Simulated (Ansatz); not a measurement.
Consider C in the graphite type structure (space group P6_3/mmc, No. 194; layered, stacked along the Cartesian z axis).

```
C
1.0
    2.46498     0.00000     0.00000
   -1.23249     2.13473     0.00000
    0.00000     0.00000     6.72886
C
4
Direct
  0.00000   0.00000   0.25000
  0.00000   0.00000   0.75000
  0.33333   0.66667   0.25000
  0.66667   0.33333   0.75000
```

All numbers come from Ansatz (a quantum-chemistry and plane-wave program), PBE-D3(BJ), PAW, cutoff 420 eV, no spin-orbit coupling, earlier PAW set.

```json
[
 {"level": "PBE-D3(BJ)", "lattice parameter c": "6.729 Å"}
]
```

What does experiment give, and how far off is each level?

Measured: lattice parameter c 6.67 Å (0 K or low temperature; as listed in Kristian Berland, Øyvind Borck, Per Hyldgaard, Computer Physics Communications (2010)). Computed minus measured — lattice parameter c: PBE-D3(BJ) +0.9 %. Measured values not marked as corrected hold thermal and zero-point effects that the static-lattice runs lack.

Stability against distortions was not tested.
